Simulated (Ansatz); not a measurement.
The structure below was relaxed with PBE-D3(BJ) (Ansatz, a program for electronic structure), scalar-relativistic without spin-orbit coupling, at pressure 15 GPa.

Space group P6₃/mmc (No. 194); a = b = 3.380 Å, c = 14.010 Å, α = β = 90.00°, γ = 120.00°

```tsv
atom	site	symmetry	x	y	z
Ga	4f	3m.	0.3333	0.6667	0.1666
S	4f	3m.	0.6667	0.3333	0.0861
```

**Question.** Write out a cell with all atoms.

**Answer.** 
```
GaS
1.0
    3.38047     0.00000     0.00000
   -1.69024     2.92757     0.00000
    0.00000     0.00000    14.01015
Ga S
4 4
Direct
  0.33333   0.66667   0.16664
  0.66667   0.33333   0.66664
  0.66667   0.33333   0.83336
  0.33333   0.66667   0.33336
  0.33333   0.66667   0.58609
  0.66667   0.33333   0.08609
  0.66667   0.33333   0.41391
  0.33333   0.66667   0.91391
```
This is the conventional cell.

Load acts through the strain it causes; cell and atoms are relaxed under it. No phonon test of stability was made. Competing high-pressure phases were not computed. The cell was made from GaS in the beta-GaS type structure (space group P6_3/mmc, No. 194; layered, stacked along the Cartesian z axis) by this change: pressure 15 GPa.
